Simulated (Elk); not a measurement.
Band structure of Fe₃Ge (Fm-3m, 4 atoms in the cell).

```
Fe3Ge
1.0
    0.00000     2.85373     2.85373
    2.85373     0.00000     2.85373
    2.85373     2.85373     0.00000
Fe Ge
3 1
Direct
  0.50000   0.50000   0.50000
  0.25000   0.25000   0.25000
  0.75000   0.75000   0.75000
  0.00000   0.00000   0.00000
```
Moments meant for the start (each program seeds them in its own way; μB, in the order of the atoms Fe Fe Fe Ge): 4.0 4.0 4.0 0.0.

Method of the run: PBEsol, all-electron FP-LAPW, Elk's shipped species files, LAPW+lo basis (Elk).

Settings: xctype = 22; spinpol = true; rgkmax = 7.5; stype = 0; swidth = 0.00499791 Ha; ngridk = 7 7 7; reducebf = 0.7; gmaxvr = 16 1/bohr; nxoapwlo = 1; rmtscf = 0.91; nempty = 10 per atom; maxscl = 100; bfcmt = [[0.0, 0.0, -2.0], [0.0, 0.0, -2.0], [0.0, 0.0, -2.0], [0.0, 0.0, 0.0]].

The starting cell comes from a database of computed structures (which also holds hypothetical and non-ambient phases and stackings), without a prior relaxation at this level. Its lattice was rescaled by a random factor within 2.5 % of one. The magnetic order is the one reached from the typed start; others were not searched systematically. Values depend on the basis (sphere radii, cutoffs, local orbitals), which need not be converged.

Levels in eV from the Fermi level, bands 26 to 33 of the first spin channel:
```csv
point,26,27,28,29,30,31,32,33
Γ,-1.53,0.65,0.65,0.65,1.34,1.34,1.36,1.36
X,-1.43,-0.44,-0.44,0.01,0.46,0.83,1.01,1.25
W,-0.86,-0.86,-0.64,0.04,0.82,0.83,0.83,0.95
K,-0.98,-0.82,-0.61,-0.05,0.67,0.72,1.14,1.30
L,-1.40,-0.61,-0.43,-0.43,0.96,0.96,1.21,1.21
U,-0.98,-0.82,-0.61,-0.05,0.67,0.72,1.14,1.30
```

Bands cross the Fermi level along this path, so the cell is metallic at this level.

The net moment of the cell came out as 5.29 μB.
